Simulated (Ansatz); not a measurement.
Where the default PAW files enter, the runs use the earlier of Ansatz's two default sets.

Inside the gap of an insulator the Bloch states are evanescent, with a wavenumber k + iκ along the transport direction.

Given:

```yaml
crystal:
  lattice:
    - [4.99740, 0.00000, 0.00000]
    - [-2.49870, 4.32788, 0.00000]
    - [2.49870, 1.44263, 4.48355]
  atoms:
    - { symbol: Ga, position: [0.28882, 0.14441, 0.56677] }
    - { symbol: Ga, position: [0.71118, 0.85559, 0.43323] }
    - { symbol: Ga, position: [0.71118, 0.35559, 0.93323] }
    - { symbol: Ga, position: [0.28882, 0.64441, 0.06677] }
    - { symbol: O, position: [0.80316, 0.55316, 0.25000] }
    - { symbol: O, position: [0.19684, 0.44684, 0.75000] }
    - { symbol: O, position: [0.19684, 0.25000, 0.25000] }
    - { symbol: O, position: [0.80316, 0.75000, 0.75000] }
    - { symbol: O, position: [0.50000, 0.94684, 0.25000] }
    - { symbol: O, position: [0.50000, 0.05316, 0.75000] }
```

Space group of this cell: R-3c, corundum. The cell is taken as given; by LDA its mean pressure is -6.7 GPa.

Transport runs along the normal of the first two printed cell vectors, the (001) plane of the conventional cell.

The gap is the functional's own, uncorrected, and κ follows it; spin-orbit coupling is left out. Mid-gap values are interpolated between the computed energies.

Task: Compute, with LDA in Ansatz (a program for electronic structure), the band gap and the smallest decay constant κ at mid-gap.

Result: Gap 2.74 eV on a 8×8×8 mesh; κ = 0.210 1/Å, at the zone centre.
